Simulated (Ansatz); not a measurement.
Consider SiC in the zinc blende structure (space group F-43m, No. 216; a = 4.356 Å). Axes: x, y, z lie along the cube axes.

Calculations: r2SCAN (Ansatz, a quantum-chemistry and plane-wave program), without spin-orbit coupling.

Before the change:

| Property | Value |
|---|---|
| Valley order | X along ⟨100⟩ 1.71 eV |
| Valence-band top at Γ | 0.00, 0.00, 0.00 eV |
| Volume per atom | 10.33 Å³ |

It is then changed as follows: biaxial strain −2.00 %, plane normal [001], relaxed out of plane (Cartesian); in-plane vectors clamped, the third vector and the atoms free.

Task: How does this affect the valley order?

Result: The valley order (the lowest conduction-band minima on the path, energy above the VBM, named in the base's zone) becomes X along [010] 1.51 eV; X along [001] 1.83 eV (base: X along ⟨100⟩ 1.71 eV).

Task: How does this affect the valence-band top at Γ?

Result: The valence-band top at Γ (three highest levels, from the VBM) changes from 0.00, 0.00, 0.00 eV to 0.00, 0.00, -0.25 eV.

Task: How does this affect the energy relative to the base?

Result: The energy increases by 12 meV/atom.

Task: Estimate the effect on the volume per atom.

Result: The volume per atom decreases by 0.28 Å³, from 10.33 Å³ to 10.05 Å³.

The levels and masses belong to the bands next to the band gap. Stability against distortions was not tested.
